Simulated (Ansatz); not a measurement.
Quick settings and what they miss: Mg2Zn (C2/m, 6 atoms in the cell)

Self-consistent single point.

```
CELL_PARAMETERS angstrom
      5.58101    -1.57758     0.00000
      5.58101     1.57758     0.00000
     -1.76220     0.00000     6.13235
ATOMIC_POSITIONS crystal
  Mg 0.15985 0.15985 0.09235
  Mg 0.84015 0.84015 0.90765
  Mg 0.85867 0.85867 0.43962
  Mg 0.14133 0.14133 0.56038
  Zn 0.49134 0.49134 0.22168
  Zn 0.50866 0.50866 0.77832
```

Method: PBEsol, default PAW files made with PBE (plane waves; Ansatz, a first-principles code).

Base settings: basis.ecutwfc = 420 eV; kpoints.mp_grid.grid = 8 8 4; hamiltonian.xc = pbesol; hamiltonian.pseudopotentials = {kind: paw} (the program's default PAW files); scf.occupations.method = cold; scf.occupations.width = 0.1 eV.

Tight run (finer mesh or higher cutoff; not a proven limit): basis.ecutwfc: 420 eV → 590 eV; kpoints.mp_grid.grid: 8 8 4 → 11 11 6; scf.convergence.dr2_threshold: default (1e-07 eV) → 1e-09 eV. It gave Fermi level (on the code's own zero) 8.13 eV; pressure 3.07 GPa; largest force (vector length) 0.127 eV/Å.

Quick runs, as changes from the base:
- A: the base itself
- B: basis.ecutwfc: 420 eV → 210 eV; kpoints.mp_grid.grid: 8 8 4 → 2 2 2
- C: basis.ecutwfc: 420 eV → 335 eV; kpoints.mp_grid.grid: 8 8 4 → 6 6 6; scf.occupations.width: 0.1 eV → 0.5 eV
- D: basis.ecutwfc: 420 eV → 210 eV; kpoints.mp_grid.grid: 8 8 4 → 4 4 4; kpoints.mp_grid.shift: default → 0.5 0.5 0.5
- E: basis.ecutwfc: 420 eV → 250 eV; kpoints.mp_grid.grid: 8 8 4 → 6 6 6; hamiltonian.xc: pbesol → lda; scf.occupations.width: 0.1 eV → 0.272 eV [LDA (PW92)]
- F: basis.ecutwfc: 420 eV → 295 eV; kpoints.mp_grid.grid: 8 8 4 → 8 8 8; hamiltonian.xc: pbesol → lda; scf.occupations.method: cold → gaussian; scf.occupations.width: 0.1 eV → 0.2 eV [LDA (PW92)]

Energies are extrapolated to zero smearing width, which holds to low order in the width alone.

Dashes: energy of E, F, another energy zero.

† marks runs with another functional, U, potentials or spin treatment: their distance from the tight run is not a convergence error alone.

The count of work is k-points × plane waves × bands × iterations; it is no time. 

Pressures in the table are Ansatz's without its Pulay estimate, at a fixed set of plane waves; the tight run's value above holds the estimate.

The starting cell comes from a database of computed structures (which also holds hypothetical and non-ambient phases and stackings), without a prior relaxation at this level. Its lattice was rescaled by a random factor within 2.5 % of one. In the base run, with a pressure of about 3 GPa the cell is away from its equilibrium volume at this level.

```
run  energy less tight (meV/atom)  pressure less tight (GPa)  largest miss in a force vector (eV/Å)  count of work / tight
---  ----------------------------  -------------------------  -------------------------------------  ---------------------
A                             8.9                      -0.09                                  0.097                   0.18
B                          2249.9                    -104.03                                  0.136                 0.0057
C                             4.1                      -0.88                                  0.056                   0.13
D                          2436.1                    -106.93                                  0.142                  0.019
E†                              –                     -33.37                                  0.094                  0.081
F†                              –                      -8.40                                  0.030                   0.23
```

Among the runs at the tight run's level, the energy misses run from 4.1 to 2436.1 meV/atom.

Keys are those of Ansatz 0.2.
